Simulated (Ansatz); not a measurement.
System: Pt-vacancy pair (Pt on one host W site, one W site vacant) in bcc W (neutral cell). Method: PBE, PAW (plane waves to 420 eV; Ansatz, a first-principles code).

36-site cell at the relaxed PBE lattice, a 2×2×3 k-point mesh shifted by half a step, smearing 0.10 eV, spin-restricted, no finite-size correction. No zero-point or tunnelling terms. Spin-orbit coupling is left out. Forms of the defect that were not tried may lie lower.

Barriers: single points on a 3×3×5 k-point mesh shifted by half a step at the bands' geometries (they differ from the bands' own by up to 0.05 eV, and are uncertain by about as much).

The step: the Pt atom itself jumps into the vacancy (Pt-vacancy distance between ideal sites 2.76 Å throughout); the atom moves 2.36 Å along (0.43, 0.43, 0.43) of the unit cell; the moving atom starts with neighbours 2 W at 2.73, W at 2.76, 3 W at 2.83, W at 2.93, 3 W at 3.03, 2 W at 3.29, W at 3.34 Å and ends with 2 W at 2.73, W at 2.76, 3 W at 2.83, W at 2.93, 3 W at 3.03, 2 W at 3.29, W at 3.34 Å.

Task: Estimate the migration barrier of this step that PBE, PAW returns for this input.

Result: 0.86 eV, the same both ways. At the saddle the moving atom has neighbours 4 W at 2.69, 2 W at 2.71, 3 W at 3.39, 3 W at 3.40 Å. The saddle point's order was not checked, and it lies on a symmetry element of the cell, where a band can be held.
